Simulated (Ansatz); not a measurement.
Functionals compared on NH3 on the 1x1 (110) surface of bcc Ta, one in a 2x2 cell, started at the site 'hollow Ta-Ta-Ta', in Ansatz (plane waves, PAW). The structure was relaxed with PBE; the other rows are single points on it, each with its references at the same level. Cutoff 420 eV (500 eV for r2SCAN).

Model: 20-atom slab, 6.8 Å thick at the start under the adsorbate (thin: gaps and levels are the slab's own), 5x5x1 mesh, Fermi-Dirac 0.1 eV, dipole correction, 8 atoms held, the rest relaxed; no symmetry held; no spin, no spin-orbit, no U, no dispersion correction. At the end it is bonded to Ta. In PBE it is, or lies within 0.03 eV of, the lowest of the starts that converged. These notes are the PBE run's. Adsorption energies are against NH3(g). A negative adsorption energy means that the adsorbate is more stable on the surface than in its reference.

```
functional  adsorption energy (eV)  work function of the top face (eV)  change of the work function (eV)         rough cost of the single point
----------  ----------------------  ----------------------------------  --------------------------------  -------------------------------------
PBE                          -0.77                                2.62                             -2.15                                      –
RPBE                         -0.55                                2.55                             -2.11          very roughly 2.2 core-minutes
r2SCAN                         [?]                                 [?]                               [?]  about 4 core-minutes (a rough figure)
```

Task: Complete the blanks.

Result: 
- r2SCAN, adsorption energy (eV): -0.90
- r2SCAN, work function of the top face (eV): 2.57
- r2SCAN, change of the work function (eV): -2.30

Ansatz is a quantum-chemistry and plane-wave program.
